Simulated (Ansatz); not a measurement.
Defect migration in beta Ga2O3: Ga vacancy, charge state -3. These are PBE, PAW (plane waves to 420 eV; Ansatz, a first-principles code) values and carry that method's errors.

120-site cell at the relaxed PBE lattice, the Γ point alone, smearing 0.01 eV, spin-restricted, no finite-size correction. Static, classical nuclei. The charge state is imposed; whether it is stable for some Fermi level was not computed. Forms of the defect that were not tried may lie lower.

Barriers: single points on a 2×2×2 k-point mesh shifted by half a step at the bands' geometries.

The step: a nearby Ga atom hops onto the vacant site; the atom moves 2.91 Å along (0.00, 0.94, 0.00) of the unit cell; the moving atom starts with neighbours O at 1.88, O at 1.98, O at 2.00, O at 2.01, O at 2.10, O at 2.19 Å and ends with O at 1.87, O at 1.98, O at 2.00, O at 2.01, O at 2.10, O at 2.19 Å.

Give the migration barrier of this step at the level PBE, PAW.

1.44 eV, the same both ways. At the saddle the moving atom has neighbours O at 1.77, O at 1.80, O at 1.91, O at 2.25 Å. The saddle point's order was not checked.
